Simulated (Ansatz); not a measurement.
**ZnS in the wurtzite structure (space group P6_3mc, No. 186)**

```yaml
crystal:
  lattice:
    - [3.84511, 0.00000, 0.00000]
    - [-1.92255, 3.32996, 0.00000]
    - [0.00000, 0.00000, 6.30566]
  atoms:
    - { symbol: Zn, position: [0.66667, 0.33333, 0.99985] }
    - { symbol: Zn, position: [0.33333, 0.66667, 0.49985] }
    - { symbol: S, position: [0.66667, 0.33333, 0.62535] }
    - { symbol: S, position: [0.33333, 0.66667, 0.12535] }
```

The values are results of Ansatz (a quantum-chemistry and plane-wave program), PBE, PAW, cutoff 420 eV, no spin-orbit coupling, not measurements. k-mesh 10×10×5 (Γ-centred); smearing 0.05 eV (Fermi–Dirac).

| Quantity | Value |
|---|---|
| Volume per atom | 20.18 Å³ |
| Density | 4.01 g/cm³ |
| Band gap | 2.08 eV, direct at Γ |
| Electron mass | 0.16 mₑ along c, 0.18 mₑ across |
| Total energy | -2111.364 eV/atom (σ→0; compares only within this code and set-up) |

Effective masses come from finite differences of ±0.01 Å⁻¹. Whether these cells are dynamically stable was not tested.
